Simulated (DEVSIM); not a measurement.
Structure: Schottky contact on n-type Si, at 250 K.

| layer (left to right) | material | thickness (μm) | Nd (cm⁻³) | τn (s) | τp (s) |
|---|---|---|---|---|---|
| 1 | Si | 5.40 | 3.1e15 | 2e-7 | 2e-7 |

Left contact: Schottky, work function 4.85 eV, emission velocity 3.9e6 cm/s. Right contact: ohmic. Voltage is applied to the left contact. Recombination: SRH at mid-gap, radiative. Mobility is constant in doping.

Constants are typed, rounded textbook-type inputs, not results; the design itself was drawn at random and stands for no fabricated device. Values at 300 K; Nc and Nv go as T^1.5, mobilities as T to minus their exponent, the gap by Varshni's rule with the affinity fixed.

| parameter | Si |
|---|---|
| gap (eV) | 1.124 |
| affinity (eV) | 4.05 |
| permittivity | 11.7 |
| Nc (cm⁻³) | 2.86e19 |
| Nv (cm⁻³) | 3.1e19 |
| μn (cm²/Vs) | 1417 |
| μp (cm²/Vs) | 470 |
| T exponent of μn | 2.3 |
| T exponent of μp | 2.2 |
| B (cm³/s) | 4.7e-15 |
| Varshni α (eV/K) | 0.000473 |
| Varshni β (K) | 636 |

Simulated with DEVSIM: 1D drift-diffusion, Boltzmann statistics, complete ionisation; no tunnelling, impact ionisation, image-force lowering or self-heating. Metal contacts follow the ideal Schottky-Mott rule: no Fermi-level pinning, no interface dipoles.

The temperature was swept, all else fixed.

```tsv
temperature (K)	dark forward voltage at 1 A/cm² (V)	largest field in the device at zero bias (V/cm)	dark forward voltage at 100 A/cm² (V)	potential step across the device at zero bias (V)
250	0.450	24000	0.602	0.609
300	0.375	23000	0.576	0.564
350	___	22000	___	0.518
400	0.222	23000	0.505	0.470
450	0.141	29000	0.442	0.422
500	0.066	46000	0.367	0.374
```

**Question.** Some entries are withheld; supply them.

**Answer.** 
- 350, dark forward voltage at 1 A/cm² (V): 0.299
- 350, dark forward voltage at 100 A/cm² (V): 0.547
